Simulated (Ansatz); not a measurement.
# BN, pressure series

The parent structure is BN in the h-BN type structure (space group P6_3/mmc, No. 194; layered, stacked along the Cartesian z axis).

```
CELL_PARAMETERS angstrom
      2.50059     0.00000     0.00000
     -1.25029     2.16557     0.00000
      0.00000     0.00000     6.52585
ATOMIC_POSITIONS crystal
  B  0.33333 0.66667 0.25000
  B  0.66667 0.33333 0.75000
  N  0.33333 0.66667 0.75000
  N  0.66667 0.33333 0.25000
```

Cell and atoms are relaxed at each pressure.

Level of theory: Ansatz (a first-principles code) r2SCAN+rVV10, no spin-orbit coupling.

Candidates:
(a) pressure −2 GPa
(b) pressure 5 GPa
(c) pressure 10 GPa
(d) pressure 0.3 GPa

Before the change:

```
Item        Value
--------  -------
Band gap  4.74 eV
```

Problem. Order them by band gap, lowest first.

Solution. (c) pressure 10 GPa (4.59 eV), (b) pressure 5 GPa (4.65 eV), (d) pressure 0.3 GPa (4.73 eV), (a) pressure −2 GPa (4.88 eV)

Load acts through the strain it causes; cell and atoms are relaxed under it. Stability against distortions was not tested. No other phases were tried under pressure.
